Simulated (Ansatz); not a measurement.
# Pressure series in hypothetical anti-perovskite Mn3SiN

The reference is Mn₃SiN in the anti-perovskite structure (space group Pm-3m, No. 221; a = 3.719 Å; ferromagnetic; a hypothetical phase, not in the database extracts checked).

Cell and atoms are relaxed at each pressure.

The values are results of plane-wave PAW DFT at the PBE level (Ansatz, an electronic-structure program, 420 eV), spin-orbit coupling left out, not measurements.

| pressure (GPa) | volume per atom (Å³/atom) |
|---|---|
| -2 | 10.371 |
| -1 | 10.329 |
| 0 | 10.288 |
| 0.7 | ? |
| 1.5 | 10.229 |
| 3 | 10.171 |
| 5 | 10.096 |
| 7.5 | 10.007 |
| 10 | 9.922 |

Problem. Fit the third-order Birch–Murnaghan form P(V) = (3B₀/2)[(V₀/V)^(7/3) − (V₀/V)^(5/3)]·[1 + (3/4)(B₀′ − 4)((V₀/V)^(2/3) − 1)] (squares taken in P) to the rows shown and predict the withheld row.

Solution. Least squares on the printed values gives V₀ = 10.288 Å³/atom, B₀ = 255 GPa, B₀′ = 4.4; this predicts 10.260 Å³/atom, and the run gives 10.260 Å³/atom, in agreement.

The magnetic state is the one reached from the starting moments; the real material's order can differ, and small cells can't hold many antiferromagnetic ones. Load acts through the strain it causes; cell and atoms are relaxed under it. No phonon test of stability was made. No other phases were tried under pressure.
